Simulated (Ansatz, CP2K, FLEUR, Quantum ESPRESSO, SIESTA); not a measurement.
Code comparison for LaGePd (C2/m, 6 atoms in the cell)

Self-consistent single point.

```
LaGePd
1.0
    5.27341    -2.28443     0.00000
    5.27341     2.28443     0.00000
   -5.27110     0.00000     5.57818
La Ge Pd
2 2 2
Direct
  0.46648   0.46648   0.70601
  0.53352   0.53352   0.29399
  0.16075   0.16075   0.11074
  0.83925   0.83925   0.88926
  0.81438   0.81438   0.27811
  0.18562   0.18562   0.72189
```

All programs got the same cell, k-point mesh and kind of occupations (in Ansatz's words: kpoints.mp_grid.grid = 5 5 3; scf.occupations.method = gaussian; scf.occupations.width = 0.136 eV); potentials, basis and cutoffs are each program's usual ones.

```json
[
 {"code": "Quantum ESPRESSO", "model": "PBEsol, GBRV 1.5 ultrasoft (PBESOL) pseudopotentials", "pressure (GPa)": "-3.72", "largest force (eV/Å)": "0.076", "k-points": "24", "cutoff": "50 Ry"},
 {"code": "CP2K", "model": "PBEsol, GPW, DZVP-MOLOPT-SR-GTH basis, GTH-PBE potentials (GTH_POTENTIALS)", "pressure (GPa)": "-1.29", "largest force (eV/Å)": "0.175", "k-points": "38", "cutoff": "grid 500 Ry"},
 {"code": "SIESTA", "model": "GGA PBEsol, numerical atomic orbitals DZP, PseudoDojo PBEsol standard norm-conserving potentials (rewritten from UPF to PSML)", "pressure (GPa)": "-2.35", "largest force (eV/Å)": "0.263", "k-points": "38", "cutoff": "grid 300 Ry"},
 {"code": "FLEUR", "model": "PBEsol, all-electron FLAPW (FLEUR), scalar-relativistic valence", "pressure (GPa)": "–", "largest force (eV/Å)": "0.089", "k-points": "24", "cutoff": "Kmax 4.4 1/bohr"},
 {"code": "Ansatz", "model": "PBEsol, PAW files made with PBE", "pressure (GPa)": "-3.74", "largest force (eV/Å)": "0.079", "k-points": "24", "cutoff": "default"}
]
```

Size of the force on each atom (eV/Å): Sizes of forces hide their directions.

| code | La1 | La2 | Ge3 | Ge4 | Pd5 | Pd6 |
|---|---|---|---|---|---|---|
| Quantum ESPRESSO | 0.076 | 0.076 | 0.032 | 0.032 | 0.076 | 0.076 |
| CP2K | 0.078 | 0.078 | 0.102 | 0.102 | 0.175 | 0.175 |
| SIESTA | 0.129 | 0.129 | 0.200 | 0.200 | 0.263 | 0.263 |
| FLEUR | 0.077 | 0.077 | 0.045 | 0.045 | 0.089 | 0.089 |
| Ansatz | 0.077 | 0.077 | 0.042 | 0.042 | 0.079 | 0.079 |

A dash marks a value that a program does not give, or that is left out as unsure.

The spread over the programs that give each value: pressure within 2.45 GPa; largest force within 0.187 eV/Å.

The starting cell comes from a database of computed structures (which also holds hypothetical and non-ambient phases and stackings), without a prior relaxation at this level. On Ansatz's run: Spin polarisation is off. In the base run, with a pressure of about -4 GPa the cell is away from its equilibrium volume at this level.

Question: Why do the programs differ, and what cannot be compared?

Answer: Differences of this kind can come from the potentials, where these differ, and from what each basis and cutoff leave unconverged. The valence holds different numbers of electrons (Quantum ESPRESSO 82, CP2K 66, SIESTA 86, FLEUR 82, Ansatz (a first-principles code) 86). The zero of total energies and Fermi levels follows the potentials and each program's conventions, so they are not compared here. CP2K and SIESTA use small atom-centred bases, whose incompleteness enters pressures, forces and empty levels differently from a plane-wave cutoff. FLEUR treats all electrons, but the usual bases taken here (sphere radii, linearisation, local orbitals, empty states) were not tested for convergence, so the values are no reference for the others. Ansatz's pressure is given at a fixed set of plane waves, as the other plane-wave codes print theirs. The programs reduce the same mesh by symmetry to different extents, which changes the work and not the result. In the pressure, CP2K (by 2.44) and SIESTA (by 1.38) lie more than 1 GPa from the median of the plane-wave programs. In the force vectors, CP2K (by 0.135) and SIESTA (by 0.246) lie more than 0.08 eV/Å from the median of the plane-wave programs.

Left out of this page: ABINIT (stopped by limits of time or memory); Elk (not drawn, or without a comparable value).

Keys are those of Ansatz 0.2.
